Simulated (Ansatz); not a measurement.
Worked example: self-consistent single point of NaTiO2 (R-3m, 4 atoms in the cell) in Ansatz (a program for electronic structure).

Computed with LDA (PW92), PAW files made with PBE (plane waves; Ansatz).

```yaml
crystal:
  lattice:
    - [1.50659, 0.86983, 5.39905]
    - [-1.50659, 0.86983, 5.39905]
    - [0.00000, -1.73966, 5.39905]
  atoms:
    - { symbol: Na, position: [0.00000, 0.00000, 0.00000] }
    - { symbol: Ti, position: [0.50000, 0.50000, 0.50000], spin: 1.0 }
    - { symbol: O, position: [0.76381, 0.76381, 0.76381] }
    - { symbol: O, position: [0.23619, 0.23619, 0.23619] }
```
(The spins are starting values, not results.)

Reference input (self-consistent single point, DFT, PBEsol, plane waves, PAW files made with PBE): kpoints.mp_grid.grid = 8 8 8; hamiltonian.xc = pbesol; hamiltonian.pseudopotentials = {kind: paw} (the program's default PAW files); magnetization.spin_polarized = true; scf.occupations.method = fermi_dirac; scf.occupations.width = 0.1 eV. This run's input differs from it in these lines:

Ansatz 0.2 input:
```diff
@@ -14,3 +14,3 @@
 hamiltonian:
-  xc: pbesol
+  xc: lda
   pseudopotentials:
```

The program printed (abridged):

```
SCF iter   1: F=—  HF=-5033.258654 eV  |F-HF|=—  |Δ(HF+E_count)|=         —  Δρ=4.84e-2 (↑4.45e-2 ↓4.84e-2)  dr2=1.30e0  dr2_m=3.43e-1  M=0.141 μB ∫|m|=0.166 μB  β_m=0.30  ethr=3.10e-3  ⟨swp⟩=4.5  Hψ=10329  notcnv=0
Mixer restart at iter 1: flushing history
all-band conjugate gradients solve this SCF's bands
preconditioner: auto → Kerker (q_TF=auto, 2.616 Å⁻¹)
spin=Collinear: Kerker preconditioning applied to the charge; magnetization (m = ρ↑ − ρ↓) channel mixes plain (no charge-response kernel on spin).
   [... lines left out ...]
SCF iter  10: F=—  HF=-5032.762094 eV  |F-HF|=—  |Δ(HF+E_count)|=   4.39e-8  Δρ=3.87e-6 (↑3.87e-6 ↓3.50e-6)  dr2=2.50e-8  dr2_m=1.65e-10  M=-0.000 μB ∫|m|=0.000 μB  β_m=0.97  ethr=1.30e-9  ⟨swp⟩=2.0  Hψ=4564  notcnv=0
SCF iter  11: F=-5032.762094 eV  HF=-5032.762094 eV  |F-HF|=2.50e-9  |Δ(HF+E_count)|=   5.17e-9  Δρ=1.44e-6 (↑1.43e-6 ↓1.44e-6)  dr2=3.99e-9  dr2_m=2.66e-12  M=-0.000 μB ∫|m|=0.000 μB  ethr=7.58e-11  ⟨swp⟩=2.0  Hψ=8386  notcnv=0
SCF 1 converged in 11 iterations: F = -5032.762094 eV  dr2 = 3.99e-9
the search or the solves at the SCF's close seem to have found levels that the self-consistency loop had missed (the run counts 1) …
   [... lines left out ...]
WARN: the starting moments were not kept: the SCF closed with an absolute magnetisation of 7.9e-6 μB, where they sum to 1 μB in size (1 site) …
Absolute magnetization: 0.0000 μB (∫|ρ↑−ρ↓|, with the PAW one-centre terms)
Free energy (F): -5032.762094 eV
Fermi energy:    11.240996 eV
   [... lines left out ...]
  atom   4  O      0.00000000     0.00000000    -0.22399192
--- Stress (GPa, compression-positive) ---
      -11.584714       0.000000       0.000000
        0.000000     -11.584714       0.000000
        0.000000       0.000000      -5.397240
  P = ⅓ Tr σ = -9.5222 GPa (-95.222 kbar)
  The stress holds the Pulay correction. Without it, at fixed plane waves, as pw.x and ABINIT print it: P = -10.0301 GPa
```

The run converged in 11 iterations. Against the reference run the pressure goes from -3.74 to -9.52 GPa and the largest force goes from 0.054 to 0.224 eV/Å.

The starting cell comes from a database of computed structures (which also holds hypothetical and non-ambient phases and stackings), without a prior relaxation at this level. The starting moments vanished: the run ended non-magnetic. The program warned that a starting moment was not kept. With a pressure of about -10 GPa the cell is away from its equilibrium volume at this level. Ansatz's pressure includes its estimate of the finite-basis (Pulay) stress. Without the estimate this run gives -10.03 GPa.
